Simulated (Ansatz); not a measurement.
The reference is MgO (space group P6_3/mmc, No. 194; a = 3.4939 Å, c = 4.1941 Å; a cell from a computed database, its experimental status unchecked).

Calculations: PBEsol (Ansatz, a quantum-chemistry and plane-wave program), no spin-orbit coupling.

Base values:

```
Quantity                               Value
---------------------  ---------------------
Valence-band top at Γ  0.00, -0.80, -0.80 eV
Gap character                    direct at Γ
```

It is then changed as follows: cell and atoms relaxed at a pressure of 5 GPa.

Q: How does this affect the valence-band top at Γ?

A: The valence-band top at Γ (three highest levels, from the VBM) becomes 0.00, -0.85, -0.85 eV (base: 0.00, -0.80, -0.80 eV).

Q: Predict the new gap character.

A: The gap character remains direct at Γ.

Load acts through the strain it causes; cell and atoms are relaxed under it. Stability against distortions was not tested. No other phases were tried under pressure. This is not the structure that MgO has at room temperature and ambient pressure.
